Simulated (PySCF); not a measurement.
PySCF 2.14.0, R2SCAN/def2-svp, df: C1[SiH2][SiH2][SiH2][SiH2]1, 15 atoms. The geometry is a generated start, not checked to be a minimum at this level.

```json
{
 "task": "energy and gradient",
 "method": "r2scan",
 "basis": "def2-svp",
 "two_electron_scheme": "density fitting",
 "mol.max_memory": "7000 MB",
 "mf.init_guess": "minao (default)",
 "mf.DIIS": "CDIIS (default)",
 "mf.diis_space": "8 (default)",
 "mf.conv_tol": "1e-09 (default)",
 "basis functions (reference run)": "136",
 "grid points (reference run)": "1170376"
}
```

```xyz
15

C      1.1288     0.5232    -1.1184
Si     1.3016    -1.0522    -0.1442
Si    -0.8344    -1.6457     0.5788
Si    -1.7557     0.4881     0.6472
Si     0.1244     1.6743    -0.0568
H      2.1088     0.9536    -1.3460
H      0.6221     0.3349    -2.0706
H      1.8892    -2.1280    -0.9841
H      2.1796    -0.8340     1.0352
H     -1.5308    -2.4837    -0.4371
H     -0.8137    -2.3078     1.9130
H     -2.8665     0.6100    -0.3380
H     -2.1919     0.8843     2.0153
H      0.9129     2.0999     1.1292
H     -0.2744     2.8831    -0.8235
```
Charge 0, spin multiplicity 1.

The reference run has mf.grids.level = 8; it is not itself proven converged. One run each, on a shared machine, so no times are given.

Measured:

```json
[
 {"setting": "the reference", "grid points": "1170376", "energy against the reference": "—", "difference in forces (largest component)": "—"},
 {"setting": "mf.grids.level = 6", "grid points": "663752", "energy against the reference": "−0.0031 meV/atom", "difference in forces (largest component)": "0.66 meV/Å"},
 {"setting": "mf.grids.level = 5", "grid points": "452592", "energy against the reference": "+0.0053 meV/atom", "difference in forces (largest component)": "0.95 meV/Å"},
 {"setting": "mf.grids.level = 4", "grid points": "301360", "energy against the reference": "−0.085 meV/atom", "difference in forces (largest component)": "5.4 meV/Å"},
 {"setting": "mf.grids.level = 3 (default)", "grid points": "188920", "energy against the reference": "+0.051 meV/atom", "difference in forces (largest component)": "6.3 meV/Å"},
 {"setting": "mf.grids.level = 2", "grid points": "112632", "energy against the reference": "+0.53 meV/atom", "difference in forces (largest component)": "5.6 meV/Å"},
 {"setting": "mf.grids.level = 0", "grid points": "13784", "energy against the reference": "+140 meV/atom", "difference in forces (largest component)": "150 meV/Å"}
]
```

Estimate the difference from the reference for mf.grids.level = 1.

grid points: 55552; energy against the reference: −2.2 meV/atom; difference in forces (largest component): 17 meV/Å. Total energies are compared; such shifts often cancel in part in energy differences. The gradients leave out the derivatives of the grid weights.
